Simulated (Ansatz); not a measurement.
Base system: Zr in the hcp (Mg type) structure (space group P6_3/mmc, No. 194; a = 3.244 Å, c = 5.158 Å; relaxed with 0.1 eV smearing). Axes: x lies along a and z along c of the hexagonal cell.

Computed with r2SCAN (Ansatz, an electronic-structure program; PAW; 500 eV plane waves; without spin-orbit coupling).

For the base:

```
Property           Result
---------------  --------
Pressure          0.0 GPa
Volume per atom  23.51 Å³
```

Now apply this change: biaxial strain +0.90 %, plane normal [001], relaxed out of plane (Cartesian); in-plane vectors clamped, the third vector and the atoms free.

Question: How does this affect the pressure and volume per atom?

Answer: The pressure (mean of the normal stresses, compression positive) goes from zero to -1.0 GPa; the volume per atom rises by 0.27 Å³ to 23.78 Å³.

Whether these cells are dynamically stable was not tested. The final runs are not spin-polarised.
